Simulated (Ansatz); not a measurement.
Subject: the energy change from cell B to cell A (net 1 H added, other atoms rearranged, in a slab cell with nine atoms a plane). Reaction: cell B + 1/2 H2 (gas) → cell A. A negative value means that the right-hand side lies lower.

Cell A: a slab of Cu (fcc, Fm-3m) cut along (100), 39 atoms, square cell of 7.70 Å (59.3 Å²), symmetry Pm within 0.02 Å, 7.8 Å thick under 16 Å of vacuum, in-plane vectors held at the crystal's; planes from bottom to top: Cu9 × 4 | CO | H; added, foreign or displaced atoms, above the top plane: CHO bound through C to 2 Cu at 2.03 Å; spin state with PBE: run without spin, k-point mesh 5×5×1.
```
CELL_PARAMETERS angstrom
      7.69821     0.00000     0.00000
      0.00000     7.69821     0.00000
      0.00000     0.00000    23.59285
ATOMIC_POSITIONS crystal
  Cu 0.16932 0.16667 0.34123
  Cu 0.50366 0.16667 0.34095
  Cu 0.83703 0.16667 0.34120
  Cu 0.16982 0.50022 0.34093
  Cu 0.50307 0.50044 0.34094
  Cu 0.83669 0.50055 0.34145
  Cu 0.16982 0.83312 0.34093
  Cu 0.50307 0.83290 0.34094
  Cu 0.83669 0.83278 0.34145
  Cu 0.00323 0.99908 0.41565
  Cu 0.33735 0.99947 0.41526
  Cu 0.66932 0.99935 0.41554
  Cu 0.00323 0.33425 0.41565
  Cu 0.33735 0.33387 0.41526
  Cu 0.66932 0.33398 0.41554
  Cu 0.00454 0.66667 0.41614
  Cu 0.33576 0.66667 0.41590
  Cu 0.66901 0.66667 0.41668
  Cu 0.17235 0.16667 0.49154
  Cu 0.50136 0.16667 0.49356
  Cu 0.83644 0.16667 0.49179
  Cu 0.16949 0.49695 0.49415
  Cu 0.50136 0.49845 0.49359
  Cu 0.83882 0.49888 0.49369
  Cu 0.16949 0.83639 0.49415
  Cu 0.50136 0.83489 0.49359
  Cu 0.83882 0.83445 0.49369
  Cu 0.00036 0.00412 0.57116
  Cu 0.34146 0.99363 0.57097
  Cu 0.67066 0.99906 0.56683
  Cu 0.00036 0.32921 0.57116
  Cu 0.34146 0.33970 0.57097
  Cu 0.67066 0.33427 0.56683
  Cu 0.00284 0.66667 0.56805
  Cu 0.33732 0.66667 0.56748
  Cu 0.66990 0.66667 0.56800
  C  0.09676 0.16667 0.63116
  H  0.02775 0.16667 0.67257
  O  0.26568 0.16667 0.63663
```

Cell B: a slab of Cu (fcc, Fm-3m) cut along (100), 38 atoms, square cell of 7.70 Å (59.3 Å²), symmetry P4mm within 0.02 Å, 7.8 Å thick under 16 Å of vacuum, in-plane vectors held at the crystal's; planes from bottom to top: Cu9 × 4 | C | O, its two faces unlike (dipole correction applied); added, foreign or displaced atoms, above the top plane: CO bound through C to 4 Cu at 2.15 Å; spin state with PBE: run without spin, k-point mesh 5×5×1.
```
Cu36CO
1.0
    7.69821     0.00000     0.00000
    0.00000     7.69821     0.00000
    0.00000     0.00000    23.90276
Cu C O
36 1 1
Cartesian
  1.28304   1.28304   8.04178
  3.85212   1.28304   8.04004
  6.41216   1.28304   8.04004
  1.28304   3.85212   8.04004
  3.85163   3.85163   8.04054
  6.41266   3.85163   8.04054
  1.28304   6.41216   8.04004
  3.85163   6.41266   8.04054
  6.41266   6.41266   8.04054
 -0.01145  -0.01145   9.78979
  2.57752  -0.01145   9.78979
  5.13214  -0.00283   9.81322
 -0.01145   2.57752   9.78979
  2.57752   2.57752   9.78979
  5.13214   2.56890   9.81322
 -0.00283   5.13214   9.81322
  2.56890   5.13214   9.81322
  5.13214   5.13214   9.82829
  1.28304   1.28304  11.52134
  3.83482   1.28304  11.63729
  6.42947   1.28304  11.63729
  1.28304   3.83482  11.63729
  3.83654   3.83654  11.65800
  6.42775   3.83654  11.65800
  1.28304   6.42947  11.63729
  3.83654   6.42775  11.65800
  6.42775   6.42775  11.65800
  0.01869   0.01869  13.45678
  2.54738   0.01869  13.45678
  5.13214   0.00900  13.39900
  0.01869   2.54738  13.45678
  2.54738   2.54738  13.45678
  5.13214   2.55708  13.39900
  0.00900   5.13214  13.39900
  2.55708   5.13214  13.39900
  5.13214   5.13214  13.40261
  1.28304   1.28304  14.65256
  1.28304   1.28304  15.84289
```

Reference: an isolated H2 molecule (singlet) in a box of 11 × 11 × 13 Å.

All numbers come from Ansatz (a first-principles code), plane waves with PAW, its PAW set soft_1, cutoff 420 eV, 500 eV for r2SCAN. The structures are at rest with PBE, within the held lattices; other levels are single points on them. Neutral cells; Fermi-Dirac smearing of at most 0.10 eV in the solids, energies taken to zero width. The lattices are those relaxed with PBE, so at other levels the solids can be strained, which adds to the spread. Larger cells are relaxed from a start prepared with the learned potential CHGNet, on a coarser mesh till forces fall under 0.03 eV/Å, which some starts already meet. A dispersion term (D3(BJ), or D4 for r2SCAN) was computed beside these levels and is taken off wherever the name lacks it. Space groups of crystals are read within 0.01 Å. Static lattices, no vibrational contributions. The structures are the rest points that the relaxations reached, not proven lowest. The d electrons get no Hubbard U. No correction for cell size. Cell A has symmetry Pm within 0.02 Å and got no random move, so less symmetric positions, which may lie lower, weren't tried. Cell B has symmetry P4mm within 0.02 Å and got no random move, so less symmetric positions, which may lie lower, weren't tried.

Task: What is the computed value (PBE)?

Result: 0.47 eV, for cell B + 1/2 H2 (gas) → cell A.

Task: List the value at the remaining levels and say how far they part.

Result: 
```tsv
Level	value (eV)	less PBE
r2SCAN	0.33	-0.14
```

The levels shown span 0.14 eV, from r2SCAN (0.33) to PBE (0.47).
